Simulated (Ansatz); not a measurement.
Consider GaCuSe2 in the chalcopyrite structure (space group I-42d, No. 122; a = 5.672 Å, c = 11.263 Å).

Method: DFT with PBE, PAW potentials and a 420 eV plane-wave cutoff in Ansatz (a quantum-chemistry and plane-wave program), scalar-relativistic without spin-orbit coupling.

For the base:

The pressure is 0.0 GPa and the band gap comes out as zero.

Now apply this change: an isotropic linear strain of +3.00 %, atoms relaxed at fixed cell.

**Question.** How does this affect the energy relative to the base?

**Answer.** The energy grows by 31 meV/atom.

**Question.** Estimate the effect on the pressure.

**Answer.** The pressure (mean of the normal stresses, compression positive) goes from zero to -4.3 GPa.

**Question.** Estimate the effect on the largest internal atomic displacement.

**Answer.** The largest internal atomic displacement comes out as 0.011 Å.

**Question.** Predict the new band gap.

**Answer.** The band gap remains zero.

No phonon test of stability was made. All final runs are without spin polarisation. Gaps under 0.05 eV, about the width of the smearing, are given as zero. A zero or small gap of GaCuSe2 can be the functional's error rather than a property of the material.
